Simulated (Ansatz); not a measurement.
Cd: response to strain

Take Cd in the hcp (Mg type) structure (space group P6_3/mmc, No. 194; a = 3.0294 Å, c = 5.7589 Å; relaxed with 0.1 eV smearing) as the base. Axes: x lies along a and z along c of the hexagonal cell.

Strains are applied to the cell and any free atomic positions relax; under biaxial strain the out-of-plane vector relaxes too.

All numbers come from PBE (Ansatz, an electronic-structure program, PAW, no spin-orbit coupling).

Candidates:
(a) biaxial strain +2.50 %, plane normal [001], relaxed out of plane
(b) biaxial strain +1.50 %, plane normal [001], relaxed out of plane
(c) biaxial strain +0.50 %, plane normal [001], relaxed out of plane

Task: Order them by out-of-plane strain, highest first.

Result: (c) biaxial strain +0.50 %, plane normal [001], relaxed out of plane (-0.79 %), (b) biaxial strain +1.50 %, plane normal [001], relaxed out of plane (-2.46 %), (a) biaxial strain +2.50 %, plane normal [001], relaxed out of plane (-4.38 %)

Whether these cells are dynamically stable was not tested.
